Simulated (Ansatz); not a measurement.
A 16-atom cell of (Ru,Ir) started in the hexagonal close-packed structure, site fractions Ru 0.750, Ir 0.250, short-range order -0.06 among the nearest mixed sites (0 is random, a negative value favours unlike neighbours), space group P1 at the end. The mixed sublattice has 16 sites.

The mixing enthalpy is taken against the end members in the hexagonal close-packed type (which need not be the stable form of Ir), relaxed in the same cell and mesh.

Method: r2SCAN (plane waves to 500 eV, PAW; Ansatz, a quantum-chemistry and plane-wave program). No spin–orbit coupling; the runs are not spin-polarised. Its k-point mesh 6×6×6, Fermi–Dirac width 0.05 eV.

```
cell   energy at zero smearing (eV)
-----  ----------------------------
Ru                       -94251.282
Ir                      -191178.138
IrRu3                   -118484.071
```

Task: Work out the mixing enthalpy per mixed site and the interaction parameter Ω of a regular solution.

Result: With x = 4/16 of the second end member, ΔH = [-118484.071 − 12/16 × (-94251.282) − 4/16 × (-191178.138)] / 16 = -67.2 meV against the separate end members. Ω = ΔH / x(1 − x) = -358 meV.
